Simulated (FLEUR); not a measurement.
Input and output of a self-consistent single point for KMnF3 (P1, 5 atoms in the cell) (FLEUR).

Method of the run: LDA (Vosko-Wilk-Nusair), all-electron FLAPW (FLEUR), scalar-relativistic valence.

The change in words: atoms moved at random. Reference geometry:
```
KMnF3
1.0
    4.18268     0.00000     0.00000
    0.00000     4.18268     0.00000
    0.00000     0.00000     4.18268
K Mn F
1 1 3
Direct
  0.50000   0.50000   0.50000
  0.00000   0.00000   0.00000
  0.50000   0.00000   0.00000
  0.00000   0.50000   0.00000
  0.00000   0.00000   0.50000
```
Moments meant for the start (each program seeds them in its own way; μB, in the order of the atoms K Mn F F F): 0.0 4.0 0.0 0.0 0.0.

Reference input (self-consistent single point, DFT, LDA (Vosko-Wilk-Nusair), all-electron FLAPW (FLEUR), scalar-relativistic valence): Kmax = 4.6 1/bohr; GmaxXC = 16.1 1/bohr; xcFunctional = vwn; jspins = 2; l_soc = F; mode = hist; fermiSmearingEnergy = 0.00073499 Htr; mesh (inpgen div1-3) = 4 4 4; inpgen gamma flag = true; Gmax = 16.1 1/bohr; numbands = 0; maxIterBroyd = 99. This run's input differs from it in these lines:

```diff
@@ -10,7 +10,7 @@
 5
-19 0.5000000000 0.5000000000 0.5000000000 : 0.00
-25 0.0000000000 0.0000000000 0.0000000000 : 4.00
-9 0.5000000000 0.0000000000 0.0000000000 : 0.00
-9 0.0000000000 0.5000000000 0.0000000000 : 0.00
-9 0.0000000000 0.0000000000 0.5000000000 : 0.00
+19 0.5072480000 0.4954070000 0.4998660000 : 0.00
+25 0.0052850000 -0.0017990000 0.0135750000 : 4.00
+9 0.4955020000 0.0069310000 -0.0100130000 : 0.00
+9 -0.0114820000 0.5060620000 -0.0022950000 : 0.00
+9 0.0034470000 -0.0066010000 0.4988660000 : 0.00
 
@@ -93,3 +93,3 @@
       <atomGroup species="Potassium (K)">
-         <relPos label="                   1">1.000/2.000 1.000/2.000 1.000/2.000</relPos>
+         <relPos label="                   1">-.4927520000 .4954070000 .4998660000</relPos>
          <force calculate="T" relaxXYZ="TTT"/>
@@ -97,3 +97,3 @@
       <atomGroup species="Manganese 4.000">
-         <relPos label="                   2">.0000000000 .0000000000 .0000000000</relPos>
+         <relPos label="                   2">.0052850000 -.0017990000 .0135750000</relPos>
          <force calculate="T" relaxXYZ="TTT"/>
@@ -101,5 +101,11 @@
       <atomGroup species="Fluorine (F)">
-         <relPos label="                   3">1.000/2.000 .0000000000 .0000000000</relPos>
-         <relPos label="                   4">.0000000000 1.000/2.000 .0000000000</relPos>
-         <relPos label="                   5">.0000000000 .0000000000 1.000/2.000</relPos>
+         <relPos label="                   3">.4955020000 .0069310000 -.0100130000</relPos>
+         <force calculate="T" relaxXYZ="TTT"/>
+      </atomGroup>
+      <atomGroup species="Fluorine (F)">
+         <relPos label="                   4">-.0114820000 -.4939380000 -.0022950000</relPos>
+         <force calculate="T" relaxXYZ="TTT"/>
+      </atomGroup>
+      <atomGroup species="Fluorine (F)">
+         <relPos label="                   5">.0034470000 -.0066010000 .4988660000</relPos>
          <force calculate="T" relaxXYZ="TTT"/>
```

Log, with long lists cut:

```
 Iteration:     1   Distance:      11.87510792 me/bohr^3
 Iteration:     2   Distance:      11.10880444 me/bohr^3
 Iteration:     3   Distance:       6.76160107 me/bohr^3
 Iteration:     4   Distance:       6.12981724 me/bohr^3
 Iteration:     5   Distance:       2.50544922 me/bohr^3
   [... 10 lines left out ...]
 Iteration:    16   Distance:       0.00027792 me/bohr^3
 Iteration:    17   Distance:       0.00015220 me/bohr^3
 Iteration:    18   Distance:       0.00003204 me/bohr^3
 Iteration:    19   Distance:       0.00000514 me/bohr^3
 Reset of history
 Run finished successfully
 Stop message:
   Structural relaxation: new displacements generated

[file out, last iteration]
             iter=     20
[...]
          total density-effective poten   -3.2368855201E+03
          total charge density-energy d   -1.1166547363E+02
 Updated energy parameters for spin:           1
 Updated energy parameters for spin:           2
[...]
 fermi energy and band-weighting factors:
    0.592078    0.592846    0.593437

[...]
FERMIE:
          first approx. to ef    (T=0)  :   0.224668 htr   (energy of the highest occ. eigenvalue)
          number of occ. states  (T=0)  :       1620
          first approx. to seigv (T=0)  : -21.331126 htr
          sum of weights of occ. states :  45.000000
          sum of semicore charge        :   0.000000 e
FERHIS:  Fermi-Energy by histogram:
   [... lines left out ...]
          bandgap                     :   0.033978 htr
          charge neutrality (T=0)     :   0.000000    (zero if the highest occ. eigenvalue is "entirely" occupied)
 Direct bandgap for spin            1 :   0.10936627841910612       Htr
 Direct bandgap for spin            2 :   0.23611010655514697       Htr
 ---->    free energy=                     -2055.3753665524 htr
   [... lines left out ...]
 TOTAL FORCE FOR ATOM TYPE=  3  X=  3.917   Y=  0.055   Z= -0.079
                       FX_TOT= 0.004025 FY_TOT= 0.000354 FZ_TOT= 0.000967
 TOTAL FORCE FOR ATOM TYPE=  4  X= -0.091   Y= -3.904   Z= -0.018
                       FX_TOT= 0.000193 FY_TOT=-0.004214 FZ_TOT= 0.000721
 TOTAL FORCE FOR ATOM TYPE=  5  X=  0.027   Y= -0.052   Z=  3.943
                       FX_TOT=-0.000309 FY_TOT= 0.000784 FZ_TOT= 0.004981
```

The run converged in 19 iterations. FLEUR gives forces in its relaxation mode, with a further iteration, so its stop message speaks of a relaxation. Against the reference run the free energy rises by 4.5 meV/atom, the largest force goes from 0.000 to 0.509 eV/Å, the gap on the mesh moves little (0.923 to 0.925 eV) and the size of the net moment stays at 1.00 μB/atom.

The starting cell comes from a database of computed structures (which also holds hypothetical and non-ambient phases and stackings), without a prior relaxation at this level. For this run, on top of that: atoms moved at random. With one magnetic atom in the cell only a parallel order is possible. Values depend on the basis (sphere radii, cutoffs, local orbitals), which need not be converged.

Cost on one core of a shared machine: roughly 20 min.
